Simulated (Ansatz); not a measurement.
System: SiGe (P2₁, No. 4, 32 atoms in the cell; start mp-1096549). Method: PBEsol (plane waves, PAW; Ansatz, a program for electronic structure).

Settings: plane-wave cutoff 520 eV, 4×6×4 k mesh (along the axes of the cell as run), Fermi–Dirac smearing 0.01 eV, scalar-relativistic PAW data made under PBE.

Cell (relaxed with PBEsol):

```cif
data_Ge16Si16
_chemical_formula_sum 'Si16 Ge16'
_space_group_name_H-M_alt 'P21'
_space_group_IT_number 4
_space_group_name_Hall 'P 2yb'
_cell_length_a 11.08716
_cell_length_b 5.54445
_cell_length_c 11.08796
_cell_angle_alpha 90.000
_cell_angle_beta 90.017
_cell_angle_gamma 90.000
loop_
_space_group_symop_operation_xyz
  'x, y, z'
  '-x, y+1/2, -z'
loop_
_atom_site_label
_atom_site_type_symbol
_atom_site_symmetry_multiplicity
_atom_site_Wyckoff_symbol
_atom_site_fract_x
_atom_site_fract_y
_atom_site_fract_z
_atom_site_occupancy
Si1 Si 2 a 0.37697 0.00498 0.00177 1
Si2 Si 2 a 0.12690 0.49506 0.00170 1
Si3 Si 2 a 0.37291 0.50523 0.24558 1
Si4 Si 2 a 0.87697 0.49481 0.24976 1
Si5 Si 2 a 0.49703 0.74673 0.12136 1
Si6 Si 2 a 0.00084 0.75355 0.62643 1
Si7 Si 2 a 0.25066 0.74642 0.37119 1
Si8 Si 2 a 0.25279 0.25376 0.12331 1
Ge1 Ge 2 a 0.62697 0.49451 0.50218 1
Ge2 Ge 2 a 0.12293 0.50554 0.49773 1
Ge3 Ge 2 a 0.37692 0.49477 0.75405 1
Ge4 Ge 2 a 0.12696 0.00529 0.24969 1
Ge5 Ge 2 a 0.49695 0.25411 0.37135 1
Ge6 Ge 2 a 0.00082 0.24562 0.87650 1
Ge7 Ge 2 a 0.75094 0.25372 0.12151 1
Ge8 Ge 2 a 0.24683 0.24590 0.62623 1
```

Q: Estimate the band gap and smallest direct gap on the k points sampled that the calculation returns.

A: 
* **band gap**: 0.38 eV (indirect)
* **smallest direct gap on the k points sampled**: 0.48 eV

Spin–orbit coupling is not included.

The computed numbers hold no vibrational or temperature effects.

It cost roughly 9 core-minutes of CPU time.

A start named mp-… is a Materials Project structure, which need not be a measured phase.
